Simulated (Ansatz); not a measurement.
The starting structures come from a database of crystals and need not be the phases stable at ambient conditions.

 Where the default PAW files enter, the runs use the earlier of Ansatz's two default sets.

Tunnelling through a barrier is set by its complex band structure: the current falls as exp(−2κd) with the smallest κ.

Given:

```yaml
crystal:
  lattice:
    - [6.83999, 0.00000, 0.00000]
    - [0.00000, 7.21938, 0.00000]
    - [0.00000, 3.60969, 2.08405]
  atoms:
    - { symbol: In, position: [0.49980, 0.33333, 0.00000] }
    - { symbol: In, position: [0.99980, 0.66667, 0.00000] }
    - { symbol: P, position: [0.12520, 0.33333, 0.00000] }
    - { symbol: P, position: [0.62520, 0.66667, 0.00000] }
```

Space group of this cell: P6_3mc, wurtzite. The cell is taken as given.

Transport runs along the normal of the first two printed cell vectors, the (110) plane of the conventional cell.

The gap is the functional's own. No spin-orbit coupling. Mid-gap values are interpolated on the energy grid.

State the band gap and the smallest decay constant κ at mid-gap according to r2SCAN (Ansatz, a program for electronic structure).

Gap 1.10 eV on a 6×14×14 mesh; κ = 0.075 1/Å, at the zone centre.
